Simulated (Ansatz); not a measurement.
Consider the following.

```yaml
crystal:
  lattice:
    - [4.26744, 0.00000, 0.00000]
    - [2.13372, 3.69571, 0.00000]
    - [2.13372, -1.23190, 3.54998]
  atoms:
    - { symbol: Ga, position: [0.99814, 0.00093, 0.00279] }
    - { symbol: Sb, position: [0.50186, 0.24907, 0.74721] }
```

No spin polarisation.

Method: DFT with PBEsol, PAW potentials and a 420 eV plane-wave cutoff in Ansatz (a quantum-chemistry and plane-wave program), no SOC. k-mesh 13×13×13 (Γ-centred); smearing 0.05 eV (Fermi–Dirac).

Task: Predict the band gap, gap character and pressure.

Result: Band gap: 0.08 eV
Gap character: direct at Γ
Pressure (mean of the normal stresses, compression positive): 1.0 GPa

Spin-orbit coupling, missing from the scalar runs, can matter with Sb. The cells carry an imposed strain or load. No phonon test of stability was made. The cell was made from GaSb in the zinc blende structure (space group F-43m, No. 216) by this change: biaxial strain −1.25 %, plane normal [111], relaxed out of plane. A zero or small gap of GaSb can be the functional's error rather than a property of the material.
